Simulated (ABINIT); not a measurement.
Input and output of a self-consistent single point for Fe (Im-3m, 1 atom in the cell) (ABINIT).

Level of theory: PBE, PAW (JTH v2.0 PBE PAW) (plane waves; ABINIT).

```
CELL_PARAMETERS angstrom
     -1.43070     1.43070     1.43070
      1.43070    -1.43070     1.43070
      1.43070     1.43070    -1.43070
ATOMIC_POSITIONS crystal
  Fe 0.00000 0.00000 0.00000
```
Moments meant for the start (each program seeds them in its own way; μB, in the order of the atoms Fe): 2.5.

Reference input (self-consistent single point, DFT, PBE, plane waves, PAW (JTH v2.0 PBE PAW)): pseudos = [Fe.GGA_PBE-JTH.xml]; ecut = 30 Ha; pawecutdg = 60 Ha; pawxcdev = 0; ixc = 11; nsppol = 2; occopt = 7; tsmear = 0.1 eV; ngkpt = 7 7 7; nshiftk = 1; shiftk = 0 0 0; potentials = JTH v2.0 PBE PAW. This run's input differs from it in these lines:

```diff
@@ -20,6 +20,6 @@
 occopt 7
-tsmear 0.1 eV
+tsmear 0.05 eV
 nband 15
 kptopt 1
-ngkpt 7 7 7
+ngkpt 8 8 8
 nshiftk 1
```

The program printed (abridged):

```
--- !BeginCycle
solver: {iscf: 17, nstep: 100, nline: 4, wfoptalg: 10, }
tolerances: {tolvrs: 1.00E-12, }
...

     iter   Etot(hartree)     deltaE(h) residm    nres2    magn
 ETOT  1  -122.83292194310    -1.23E+02 3.57E+01 2.48E+02 0.914
 ETOT  2  -124.59928663695    -1.77E+00 8.90E-02 2.89E+02 2.192
 ETOT  3  -124.44860250303     1.51E-01 1.61E-01 2.91E+00 1.930
 ETOT  4  -124.44108334672     7.52E-03 6.53E-02 5.55E+00 2.000
 ETOT  5  -124.44077444892     3.09E-04 4.62E-02 1.78E+00 2.000
   [... 91 lines left out ...]
 ETOT 97  -124.44076457301     3.75E-05 8.89E-06 1.84E-02 2.003
 ETOT 98  -124.44077038602    -5.81E-06 4.68E-07 1.47E-02 2.005
 ETOT 99  -124.44079054346    -2.02E-05 2.65E-06 7.35E-03 2.023
 ETOT  100  -124.44079617580    -5.63E-06 2.80E-07 7.55E-03 2.033

 Cartesian components of stress tensor (hartree/bohr^3)
  sigma(1 1)=  3.86269297E-04  sigma(3 2)=  0.00000000E+00
  sigma(2 2)=  3.86269297E-04  sigma(3 1)=  0.00000000E+00
  sigma(3 3)=  3.86269297E-04  sigma(2 1)=  0.00000000E+00
 scprqt:  WARNING -
  nstep=  100 was not enough SCF cycles to converge;
  density residual=  7.554E-03 exceeds tolvrs=  1.000E-12

 Integrated electronic and magnetization densities in atomic spheres:
 Radius=ratsph(iatom), smearing ratsm=  0.0000. Diff(up-dn)=approximate z local magnetic moment.
 Atom    Radius    up_density   dn_density  Total(up+dn)  Diff(up-dn)
   [... lines left out ...]
 Total magnetization (from the atomic spheres):             2.097781
 Total magnetization (exact up - dn):                       2.032624
 Fermi (or HOMO) energy (hartree) =   0.32086   Average Vxc (hartree)=  -0.46347
   [... lines left out ...]

 Eigenvalues (hartree) for nkpt=  29  k points, SPIN DOWN:
 prteigrs : prtvol=0 or 1, do not print more k-points.

--- !EnergyTerms
kinetic             :  1.22002348601461E+01
hartree             :  2.40142656813130E+01
xc                  : -3.41631458303074E+00
Ewald energy        : -8.61477547789052E+01
psp_core            :  6.29076390720065E+00
local_psp           : -6.60421712924405E+01
internal            : -1.24440859055562E+02
'-kT*entropy'       : -9.37871082906420E-05
total_energy        : -1.24440952842670E+02
total_energy_eV     : -3.38621053570605E+03
...

-Cartesian components of stress tensor (GPa)         [Pressure= -1.1364E+01 GPa]
- sigma(1 1)=  1.13644332E+01  sigma(3 2)=  0.00000000E+00
- sigma(2 2)=  1.13644332E+01  sigma(3 1)=  0.00000000E+00
- sigma(3 3)=  1.13644332E+01  sigma(2 1)=  0.00000000E+00

 Calculation completed.
```

The run ended unconverged after 100 iterations. 

The starting cell has typed, rounded lattice constants, without a prior relaxation at this level. Its lattice was rescaled by up to half a per cent.

Cost on one core of a shared machine: roughly 3 min.
